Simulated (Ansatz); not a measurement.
System: interstitial Cu in rock-salt TiN (neutral cell). The step: several atoms move together, Cu the farthest; the atom moves 2.12 Å along (0.00, 0.50, 0.00) of the unit cell; the moving atom starts with neighbours 4 N at 1.93; 4 Ti at 2.21 Å and ends with 4 N at 1.93; 4 Ti at 2.21 Å. A PBE band in Ansatz (plane-wave PAW, a 2×2×2 k-point mesh shifted by half a step, 64 host sites, 28 SCF runs with any check of the saddle's order, static, no finite-size correction) gives a forward barrier of 1.35 eV. The saddle point's order was not checked, and it lies on a symmetry element of the cell, where a band can be held. Sites that were not tried may lie lower.

Single points at the band's start and saddle point can refine it. Rough cost of one point, in units of the band's mean SCF on the same machine:

```csv
Level,Cost of one point
"PBE, a 4×4×4 k-point mesh shifted by half a step",about 4
"r2SCAN at 500 eV, a 2×2×2 k-point mesh shifted by half a step",under 2
```

Task: Which of these move the barrier by more than 0.1 eV, and how far does each move it?

Result: Not one does. PBE, a 4×4×4 k-point mesh shifted by half a step: +0.05 eV; r2SCAN at 500 eV, a 2×2×2 k-point mesh shifted by half a step: +0.01 eV. Each functional is compared with PBE at the same k-points.

Ansatz is a first-principles code.
